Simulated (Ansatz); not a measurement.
## Effect of uniaxial strain ε_zz = −1.00 % on TiAl

Base system: TiAl (space group P4/mmm, No. 123; a = 2.796 Å, c = 4.038 Å; relaxed with 0.1 eV smearing). Axes: x, y, z lie along a, b, c of the conventional cell.

Modification: uniaxial strain ε_zz = −1.00 %, all other strain components held at zero, atoms relaxed at fixed cell.

The values are results of PBEsol, PAW, 420 eV (Ansatz, a program for electronic structure; spin-orbit coupling left out), not measurements. Γ-centred 21×21×14 mesh, Fermi–Dirac width 0.1 eV.

| quantity | base | changed | shift |
|---|---|---|---|
| volume per atom | 15.79 Å³ | 15.63 Å³ | -0.16 Å³ |
| space group | P4/mmm (No. 123) | P4/mmm (No. 123) | – |
| shortest interatomic distance | 2.796 Å | 2.796 Å | 0.000 Å |
| energy relative to the base (free energy F) | 0 meV/atom | +0.9 meV/atom | +0.9 meV/atom |
| pressure (mean of the normal stresses, compression positive) | 0.0 GPa | 1.2 GPa | +1.2 GPa |
| band gap | zero | zero | – |
| stress (xx, yy, zz, yz, xz, xy; compression positive) | – | (1.0, 1.0, 1.8, 0.0, 0.0, 0.0) GPa | – |

Final structure:

```xyz
2
Lattice="2.7963 0.0000 0.0000 0.0000 2.7963 0.0000 0.0000 0.0000 3.9978" Properties=species:S:1:pos:R:3 pbc="T T T"
Ti     0.0000     0.0000     0.0000
Al     1.3981     1.3981     1.9989
```

Cost of the whole job for the changed cell (relaxation, final SCF and bands): roughly 19 core-seconds.

Whether these cells are dynamically stable was not tested. All final runs are without spin polarisation.
